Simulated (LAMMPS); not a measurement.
MD of Ti (hcp) at zero pressure, 1848 atoms, as a liquid; each row is its own run.

Computed with classical MD, pair style meam/spline, file Ti.meam.spline, run in LAMMPS.

| T (K) | D(Ti) (cm²/s) |
|---|---|
| 1550 | 2.01e-5 |
| 1750 | 2.77e-5 |
| 1940 | 3.71e-5 |
| 2140 | 4.86e-5 |
| 2430 | 6.80e-5 |
| 3110 | 0.000117 |

Problem. Fit an Arrhenius law, ln y = a + b / x, to these rows (x is the first column, y the second) and predict the run at x = 2720.

Solution. Least squares gives a = -7.3313 and b = -5492. The slope times kB gives an activation energy of 0.47 eV. At x = 2720 the fit predicts 8.69e-5 cm²/s. The run itself gave (8.78 ± 0.07) × 10^-5 cm²/s, so the fit is 1 % low.

Caution (rows 1550; 1750; 1940): this liquid lies under the measured melting point of 1941 K, so it is undercooled or the potential melts low.

Caution: a run this short can hold a crystal over, or a liquid under, the potential's own melting point, which these runs don't give.

Errors of D are the spread over four groups of atoms in one short run; a floor of about 5 %, a picked value, is safer.
